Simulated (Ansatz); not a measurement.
## Effective masses and thermopower of C (R-3m)

Here is the system:

```
CELL_PARAMETERS angstrom
      0.03736     1.81168     1.81168
      1.81168     0.03736     1.81168
      1.81168     1.81168     0.03736
ATOMIC_POSITIONS crystal
  C  0.00007 0.00007 0.00007
  C  0.24993 0.24993 0.24993
```

These are r2SCAN, rigid bands (plane waves, PAW, scalar-relativistic; Ansatz, a quantum-chemistry and plane-wave program) values and carry that method's errors. Condition of this run: uniaxial stress along [111] of -33 GPa (compression positive) (the target of the relaxation). Geometry: cell and atoms relaxed with PBEsol, then loaded as said.

```json
{
  "band_gap": "4.25 eV",
  "electron conductivity mass (300 K, dilute)": "0.39 mₑ",
  "hole conductivity mass (300 K, dilute)": "0.45 mₑ",
  "effective density of states N_c (300 K)": "5.8e19 cm⁻³",
  "effective density of states N_v (300 K)": "2.4e19 cm⁻³",
  "density_of_states_mass_electrons": "1.74 mₑ",
  "density_of_states_mass_holes": "0.98 mₑ",
  "Seebeck coefficient, n-type 1e19 cm⁻³, 300 K": "-366 μV/K",
  "best n-type power factor at 300 K for τ = 10 fs (best axis; densities from 1e16 to 1e21 cm⁻³ tried, whether or not they can be reached)": "24 μW/(cm·K²) at 3e20 cm⁻³",
  "Seebeck coefficient, p-type 1e19 cm⁻³, 300 K": "311 μV/K",
  "best p-type power factor at 300 K for τ = 10 fs (best axis; densities from 1e16 to 1e21 cm⁻³ tried, whether or not they can be reached)": "12.4 μW/(cm·K²) at 1e20 cm⁻³"
}
```

Rigid bands; masses and Seebeck coefficients take one relaxation time τ for all states and one kind of carrier; polarons and phonon drag are left out. Spin-orbit coupling is left out. Geometry: cell and atoms relaxed with PBEsol.
